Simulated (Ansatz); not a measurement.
The parent structure is AlN in the zinc blende structure (space group F-43m, No. 216; a = 4.4032 Å).

Calculations: Kohn–Sham DFT with the PBE functional, run in Ansatz (a program for electronic structure) with PAW and 420 eV plane waves, no spin-orbit coupling.

Base values:

The width of the top valence band is 2.63 eV, the pressure is 0.00 GPa and the valley order is X along ⟨100⟩ 3.31 eV; Γ 3.98 eV.

The change: every lattice vector is shortened by 0.50 %, atoms relaxed at fixed cell.

### Question
Predict the new width of the top valence band, mean gap deformation potential ΔEg/Δln V, pressure and valley order.

### Answer
The width of the top valence band grows by 0.032 eV to 2.67 eV; the mean gap deformation potential ΔEg/Δln V amounts to -0.6 eV; the pressure goes from zero to 2.98 GPa; the valley order (the lowest conduction-band minima on the path, energy above the VBM, named in the base's zone) becomes X along ⟨100⟩ 3.32 eV; Γ 4.11 eV (base: X along ⟨100⟩ 3.31 eV; Γ 3.98 eV).

The cells carry an imposed strain or load. Whether these cells are dynamically stable was not tested. This is not the structure that AlN has at room temperature and ambient pressure.
